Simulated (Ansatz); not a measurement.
# WSi2, response to strain

The parent structure is WSi2 (space group I4/mmm, No. 139; a = 3.202 Å, c = 7.818 Å; relaxed with 0.1 eV smearing). Axes: x, y, z lie along a, b, c of the conventional cell.

Strains are applied to the cell and any free atomic positions relax.

The values are results of PBEsol (Ansatz, a first-principles code, PAW, spin-orbit coupling left out), not measurements.

Notes on the quantities. energy relative to the base: free energy F; pressure: mean of the normal stresses, compression positive.

```
variant                      energy relative to the base  shortest interatomic distance  pressure
---------------------------  ---------------------------  -----------------------------  --------
base                                          0 meV/atom                        2.588 Å   0.0 GPa
tensor shear ε_xz = +0.86 %                +2.6 meV/atom                        2.588 Å   0.1 GPa
tensor shear ε_xz = +1.43 %                +7.2 meV/atom                        2.588 Å   0.2 GPa
tensor shear ε_xz = +1.71 %                 +10 meV/atom                            ___   0.3 GPa
tensor shear ε_xz = +1.14 %                +4.5 meV/atom                        2.588 Å   0.1 GPa
tensor shear ε_xz = +2.00 %                          ___                        2.580 Å   0.4 GPa
tensor shear ε_xz = +0.29 %                +0.3 meV/atom                        2.588 Å   0.0 GPa
tensor shear ε_xz = +0.57 %                +1.1 meV/atom                        2.588 Å   0.0 GPa
```

Complete the table.


- tensor shear ε_xz = +1.71 %, shortest interatomic distance: 2.584 Å
- tensor shear ε_xz = +2.00 %, energy relative to the base: +14 meV/atom

Whether these cells are dynamically stable was not tested. The final runs are not spin-polarised.
